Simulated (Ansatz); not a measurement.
The starting structures come from a database of crystals and need not be the phases stable at ambient conditions.

By PBEsol, the system below comes out a metal.

Data:

```xyz
5
Lattice="5.4045 0.0000 0.0000 -2.7022 4.6804 0.0000 2.7022 1.5601 2.2064" Properties=species:S:1:pos:R:3 pbc="T T T"
Cd     0.0000     0.0000     0.0000
Ni    -1.3511     2.3402     0.0000
Ni     1.3511     2.3402     0.0000
Ni     2.7022     0.0000     0.0000
N      0.0000     3.1203     1.1032
```

Space group of this cell: Pm-3m, anti-perovskite. The cell is taken as given; by PBEsol its mean pressure is -3.8 GPa.

The current flows along the normal of the first two printed cell vectors, the (111) plane of the conventional cell. No spin-orbit coupling; the value is a mean over 0.1 eV about the Fermi level.

### Question
State the ballistic conductance per area according to Ansatz (an electronic-structure program) with PBEsol.

### Answer
0.53 × 10¹⁵ S/m² for both spins.
